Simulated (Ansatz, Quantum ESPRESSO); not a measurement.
One structure in several programs: CsSbO3 (Pm-3m, 5 atoms in the cell)

Self-consistent single point.

```yaml
crystal:
  lattice:
    - [4.21598, 0.00000, 0.00000]
    - [0.00000, 4.21598, 0.00000]
    - [0.00000, 0.00000, 4.21598]
  atoms:
    - { symbol: Cs, position: [0.00000, 0.00000, 0.00000] }
    - { symbol: Sb, position: [0.50000, 0.50000, 0.50000] }
    - { symbol: O, position: [0.50000, 0.50000, 0.00000] }
    - { symbol: O, position: [0.00000, 0.50000, 0.50000] }
    - { symbol: O, position: [0.50000, 0.00000, 0.50000] }
```

Shared settings, as Ansatz (an electronic-structure program) writes them: kpoints.mp_grid.grid = 8 8 8; magnetization.spin_orbit = true; scf.occupations.method = fermi_dirac; scf.occupations.width = 0.1 eV. Potentials and cutoffs stand in the table.

```csv
code,model,pressure (GPa),cutoff
Quantum ESPRESSO,"PBEsol, spin-orbit coupling, PseudoDojo fully relativistic norm-conserving (PBESOL) pseudopotentials",-6.05,85 Ry
Ansatz,"PBEsol with spin-orbit coupling, PAW files made with PBE",-6.27,default
```

No clean gap comes from Quantum ESPRESSO and Ansatz: levels at the Fermi energy touch, overlap or are partly filled at this smearing.

The spread over the programs that give each value: pressure within 0.22 GPa.

Ansatz's pressure is given at a fixed set of plane waves, as the other plane-wave codes print theirs; with its correction for the finite basis it is -5.95 GPa (the shift of 0.33 GPa shows how far the cutoff is from converged).

The starting cell comes from a database of computed structures (which also holds hypothetical and non-ambient phases and stackings), without a prior relaxation at this level. Its lattice was rescaled by a random factor within 2.5 % of one.

Left out of this page: FLEUR and SIESTA (not drawn, or without a comparable value).

Keys are those of Ansatz 0.2.
